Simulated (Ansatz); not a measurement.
# AlPt under a change: uniaxial stress, 5 GPa compression along z

The reference is AlPt (space group P2_13, No. 198; a = 4.868 Å; a cell from a computed database, its experimental status unchecked). Axes: x, y, z lie along the cube axes.

Now apply this change: uniaxial stress, 5 GPa compression along z; all other stress components relax to zero.

Method: PBEsol (Ansatz, a first-principles code, PAW, no SOC). k-mesh 10×10×10 (Γ-centred); smearing 0.05 eV (Fermi–Dirac).

* **Space group**: P2_12_12_1 (No. 19) (base P2_13 (No. 198))
* **Shortest interatomic distance**: 2.557 Å (base 2.596 Å)
* **Energy relative to the base (free energy F)**: +4.5 meV/atom
* **Band gap**: zero (base zero)
* **Strain response (xx, yy, zz)**: (+0.66, +0.67, −2.05) % (rough)

Cost of the whole job for the changed cell (relaxation, final SCF and bands): roughly 6 core-minutes.

Without a gap, meshes like the base's 10×10×10 leave anisotropic stresses uncertain by several tenths of a GPa, and small strain energies with them. Stability under load was not tested beyond the relaxation. All final runs are without spin polarisation.
